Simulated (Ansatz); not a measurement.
# Parameter sweep on LaMg6Ti (Amm2, 8 atoms in the cell)

```
LaMg6Ti
1.0
    5.24300     0.00000     0.00000
    0.00000     3.22255     5.82021
    0.00000    -3.22255     5.82021
La Mg Ti
1 6 1
Direct
  0.50000   0.66765   0.66765
  0.50000   0.67151   0.16617
  0.50000   0.16617   0.67151
  0.00000   0.84888   0.31776
  0.00000   0.31776   0.84888
  0.00000   0.32524   0.32524
  0.00000   0.83968   0.83968
  0.50000   0.16309   0.16309
```
Moments meant for the start (each program seeds them in its own way; μB, in the order of the atoms La Mg Mg Mg Mg Mg Mg Ti): 0.0 0.0 0.0 0.0 0.0 0.0 0.0 1.0.

Base run A: PBEsol, PAW files made with PBE (Ansatz, an electronic-structure program), self-consistent single point.

Its settings: basis.ecutwfc = 420 eV; kpoints.mp_grid.grid = 3 3 3; kpoints.mp_grid.shift = 0.5 0.5 0.5; hamiltonian.xc = pbesol; hamiltonian.pseudopotentials = {kind: paw} (the program's default PAW files); magnetization.spin_polarized = true; scf.occupations.method = methfessel_paxton; scf.occupations.width = 0.2 eV.

The starting cell comes from a database of computed structures (which also holds hypothetical and non-ambient phases and stackings), without a prior relaxation at this level. With one magnetic atom in the cell only a parallel order is possible. Ansatz's pressure includes its estimate of the finite-basis (Pulay) stress. Without a gap this mesh is coarse (it stands for a supercell whose shortest vector is 16 Å).

ΔF is the free energy per atom less that of run A. 

Run A gave: pressure (GPa) -1.37; largest force (eV/Å) 0.079; size of the net moment (μB/atom) 0.24; iterations 18.

Runs:
- B: scf.mixing.algorithm, scf.mixing.ndim = anderson, default
- C: scf.mixing.algorithm, scf.mixing.ndim = anderson, 4
- D: scf.mixing.algorithm, scf.mixing.ndim = broyden, default
- E: scf.mixing.algorithm, scf.mixing.ndim = broyden, 12
- F: scf.mixing.algorithm, scf.mixing.ndim = msr1, default
- G: scf.mixing.algorithm, scf.mixing.ndim = msr1, 2

Question: Which runs reach the base run's state, and which is quickest in iterations?

Answer: Runs B, C, D, E, F, G ended on the same solution as A (within 1 meV/atom and 0.1 μB a site). The fewest iterations to that state were 18 (A, F); the most were 37.

| run | ΔF (meV/atom) | pressure (GPa) | largest force (eV/Å) | size of the net moment (μB/atom) | iterations |
|---|---|---|---|---|---|
| A | 0.00 | -1.37 | 0.079 | 0.24 | 18 |
| B | 0.00 | -1.37 | 0.078 | 0.24 | 20 |
| C | 0.00 | -1.37 | 0.079 | 0.24 | 23 |
| D | 0.00 | -1.37 | 0.078 | 0.24 | 20 |
| E | 0.00 | -1.37 | 0.078 | 0.24 | 20 |
| F | 0.00 | -1.37 | 0.079 | 0.24 | 18 |
| G | 0.00 | -1.37 | 0.078 | 0.24 | 37 |

Keys are those of Ansatz 0.2.
